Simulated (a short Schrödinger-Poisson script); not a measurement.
System: MOS inversion layer, Al2O3 on p-type Si(100), at 300 K.

| layer | material | thickness (nm) | Na (cm⁻³) |
|---|---|---|---|
| 1 | Al2O3 | 2.8 | - |
| 2 | Si | 280 | 2.3e18 |

Constants are typed, rounded textbook-type inputs, not results; the design itself was drawn at random and stands for no fabricated device. Al2O3: permittivity 9, conduction-band edge (eV) 2.7, gap (eV) 6.8, electron mass (mₑ) 0.3. Si: permittivity 11.7, conduction-band edge (eV) 0, gap (eV) 1.124, Nv at 300 K (cm⁻³) 3.1e19.

Channel valleys (confinement mass, in-plane density-of-states mass, number): Δ2 0.916, 0.19, 2; Δ4 0.19, 0.417, 4. At the gate the conduction-band edge of layer 1 lies 2.92 eV − eVg above the Fermi level of the channel; the field vanishes at the back. Gaps are held at their typed values at every temperature. Mesh 0.03 nm at interfaces.

From a short Schrödinger-Poisson script (our own, NumPy): 1D Poisson equation in equilibrium, electrons quantum, Hartree (BenDaniel-Duke, 12 states a valley, the channel's in-plane mass for all, wave functions free to enter the dielectric), parabolic valleys, classical holes, full ionisation, no traps, pinning or gate leakage.

The same stack at other levels of the model or other numerical settings:

```tsv
run	sheet density of all electrons at Vg = 1.25 V (cm⁻²)	sheet density of all electrons at Vg = 0.65 V (cm⁻²)	capacitance at Vg = 1.25 V (μF/cm²)	centroid of the channel electrons at Vg = 1.25 V (nm)	rough cost against the base
base	7.49e12	3.29e11	2.19	1.09	about 1
electrons treated as classical, Boltzmann	1.10e13	1.65e12	2.67	0.23	0.03
electrons treated as classical, Fermi-Dirac	1.01e13	1.53e12	2.44	0.38	0.1
mesh six times as coarse	7.47e12	3.27e11	2.19	1.09	0.2
one subband a valley	7.48e12	3.27e11	2.19	1.09	0.4
```

The classical rows ignore confinement, and Boltzmann statistics overrate the density once the band edge passes the Fermi level.
